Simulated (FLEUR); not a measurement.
Band structure of CdAu (P-6m2, 2 atoms in the cell).

```
CdAu
1.0
    3.09033     0.00000     0.00000
   -1.54516     2.67630     0.00000
    0.00000     0.00000     4.60128
Cd Au
1 1
Direct
  0.00000   0.00000   0.00000
  0.33333   0.66667   0.50000
```

Method: PBEsol, all-electron FLAPW (FLEUR), scalar-relativistic valence run with FLEUR.

Settings: Kmax = 3.9 1/bohr; GmaxXC = 13.7 1/bohr; xcFunctional = PBEs; jspins = 1; l_soc = F; mode = hist; fermiSmearingEnergy = 0.00367493 Htr; mesh (inpgen div1-3) = 8 8 5; inpgen gamma flag = true; Gmax = 13.7 1/bohr; numbands = 0; maxIterBroyd = 15; imix = Anderson; alpha = 0.05.

The starting cell comes from a database of computed structures (which also holds hypothetical and non-ambient phases and stackings), without a prior relaxation at this level. Spin-orbit coupling is off. Values depend on the basis (sphere radii, cutoffs, local orbitals), which need not be converged.

Levels in eV from the Fermi level, bands 15 to 22:
| point | 15 | 16 | 17 | 18 | 19 | 20 | 21 | 22 |
|---|---|---|---|---|---|---|---|---|
| Γ | -4.30 | -3.37 | -3.37 | -1.14 | 1.98 | 13.02 | 13.64 | 13.64 |
| M | -3.48 | -2.50 | -2.25 | -0.45 | 5.07 | 5.37 | 6.41 | 7.21 |
| K | -4.27 | -4.00 | -0.09 | 0.47 | 0.87 | 7.59 | 7.62 | 7.71 |
| A | -4.19 | -4.19 | -3.40 | -3.40 | 10.15 | 11.07 | 13.21 | 13.32 |
| L | -3.64 | -2.49 | -1.47 | -0.44 | 1.50 | 1.90 | 10.12 | 10.84 |
| H | -4.17 | -3.58 | 0.86 | 1.75 | 2.87 | 3.00 | 3.09 | 4.34 |
